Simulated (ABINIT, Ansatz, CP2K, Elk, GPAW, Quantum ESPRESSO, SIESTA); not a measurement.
## TlSbS2 (P-1, 8 atoms in the cell) computed with different codes at matched settings

Self-consistent single point, at a second geometry (lattice scaled by 0.98). First geometry:

```xyz
8
Lattice="6.4303 0.0000 0.0000 0.1367 6.5566 0.0000 2.5218 2.8434 6.0182" Properties=species:S:1:pos:R:3 pbc="T T T"
Tl     7.5578     6.1405     4.4756
Tl     1.5310     3.2595     1.5426
Sb     4.5378     2.6980     4.5203
Sb     4.5510     6.7020     1.4979
S      7.0360     2.8499     4.7562
S      2.0528     6.5502     1.2620
S      4.3261     6.8039     4.3935
S      4.7627     2.5961     1.6247
```

Shared settings, as Ansatz (a quantum-chemistry and plane-wave program) writes them: kpoints.mp_grid.grid = 2 2 2; scf.occupations.method = fermi_dirac; scf.occupations.width = 0.0007 Ry. Potentials and cutoffs stand in the table.

```csv
code,model,ΔF from the first geometry (meV/atom),pressure (GPa),largest force (eV/Å),gap on the mesh (eV),cutoff
Quantum ESPRESSO,"PBEsol, PseudoDojo standard norm-conserving (PBESOL) pseudopotentials",-21.5,-0.71,0.165,1.120,80 Ry
GPAW,"PBEsol, GPAW PAW datasets PBEsol (made by gpaw-setup)",-23.1,-0.87,0.186,1.096,600 eV
CP2K,"PBEsol, GPW, DZVP-MOLOPT-PBE-GTH basis, GTH-PBE potentials (POTENTIAL_UZH)",-4.8,0.88,0.632,1.062,grid 500 Ry
SIESTA,"GGA PBEsol, numerical atomic orbitals DZP, PseudoDojo PBEsol standard norm-conserving potentials (rewritten from UPF to PSML)",-16.4,-0.07,0.679,1.104,grid 300 Ry
ABINIT,"PBEsol, norm-conserving pseudopotentials (PseudoDojo nc-sr-04 PBEsol standard)",-21.5,-0.71,0.165,1.120,40 Ha
Elk,"PBEsol, all-electron FP-LAPW, Elk's shipped species files, LAPW+lo basis",-21.4,–,–,1.109,rgkmax 7.5
Ansatz,"PBEsol, PAW files made with PBE",-21.5,-0.69,0.168,1.123,default
```

Size of the force on each atom (eV/Å): Sizes of forces hide their directions.

```tsv
code	Tl1	Tl2	Sb3	Sb4	S5	S6	S7	S8
Quantum ESPRESSO	0.066	0.066	0.070	0.070	0.165	0.165	0.130	0.130
GPAW	0.069	0.069	0.063	0.063	0.186	0.186	0.148	0.148
CP2K	0.081	0.081	0.632	0.632	0.349	0.349	0.407	0.407
SIESTA	0.054	0.054	0.679	0.679	0.407	0.407	0.471	0.471
ABINIT	0.066	0.066	0.070	0.070	0.165	0.165	0.130	0.130
Ansatz	0.066	0.066	0.070	0.070	0.168	0.168	0.133	0.133
```

A dash marks a value that a program does not give, or that is left out as unsure.

Gaps are read on the mesh.

On Ansatz's run: spin-orbit coupling is off.

The spread over the programs that give each value: ΔF from the first geometry within 18.3 meV/atom; pressure within 1.75 GPa; largest force within 0.514 eV/Å; gap on the mesh within 0.061 eV.

CP2K and SIESTA use small atom-centred bases, whose incompleteness enters pressures, forces and empty levels differently from a plane-wave cutoff. Elk treats all electrons, but the usual bases taken here (sphere radii, linearisation, local orbitals, empty states) were not tested for convergence, so the values are no reference for the others. Ansatz's pressure is given at a fixed set of plane waves, as the other plane-wave codes print theirs. In the pressure, CP2K (by 1.58) lies more than 1 GPa from the median of the plane-wave programs. In the force vectors, CP2K (by 0.597) and SIESTA (by 0.647) lie more than 0.08 eV/Å from the median of the plane-wave programs.

The shared mesh is coarse (it stands for a supercell whose shortest vector is 13 Å), so the values are not converged in it.

The starting cell comes from a database of computed structures (which also holds hypothetical and non-ambient phases and stackings), without a prior relaxation at this level. Its lattice was rescaled by a random factor within 2.5 % of one. For this run, on top of that: lattice scaled by 0.98.

Keys are those of Ansatz 0.2.
